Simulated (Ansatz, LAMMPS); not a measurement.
Si well of 20 atomic layers along [001] in random Si0.8Ge0.2, interfaces graded over 4 layers

Cell 16.58 × 16.58 × 60.26 Å, Si711Ge81, 792 atoms. Prepared with LAMMPS with Tersoff's 1989 multicomponent potential (SiCGe.tersoff): minimisation. 

That structure was relaxed on with PBE, support functions at accuracy medium on the grid of 370 eV run with Ansatz (a quantum-chemistry and plane-wave program). Basis: localised support functions (accuracy medium) on a full density matrix. k-points: zone centre alone; occupations: Fermi-Dirac, 0.010 eV; spin polarisation not allowed. No spin-orbit coupling.

**Question.** What does DFT change in the classical structure?

**Answer.** The energy falls by 0.2 meV an atom over 2 steps; atoms move by 0.007 Å root mean square, 0.02 Å at most.
```
quantity                   classical minimum  after DFT steps
-------------------------  -----------------  ---------------
4-fold atoms (%)                       100.0            100.0
spread of bond angles (°)                0.7              0.8
```
